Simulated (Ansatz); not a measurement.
Start from YCu in the CsCl type structure (space group Pm-3m, No. 221; relaxed with 0.1 eV smearing).

```
CELL_PARAMETERS angstrom
      3.42514     0.00000     0.00000
      0.00000     3.42514     0.00000
      0.00000     0.00000     3.42514
ATOMIC_POSITIONS crystal
  Y  0.00000 0.00000 0.00000
  Cu 0.50000 0.50000 0.50000
```

Cartesian axes are those of the cell as printed.

Computed with Ansatz (a quantum-chemistry and plane-wave program) PBEsol, no spin-orbit coupling.

Before the change:

The pressure is 0.0 GPa.

Perturbation: uniaxial strain ε_zz = +2.67 %, all other strain components held at zero, atoms relaxed at fixed cell.

What happens to the energy relative to the base?

The energy rises by 5.4 meV/atom.

What happens to the pressure?

The pressure (mean of the normal stresses, compression positive) goes from zero to -1.9 GPa.

No phonon test of stability was made. All final runs are without spin polarisation.
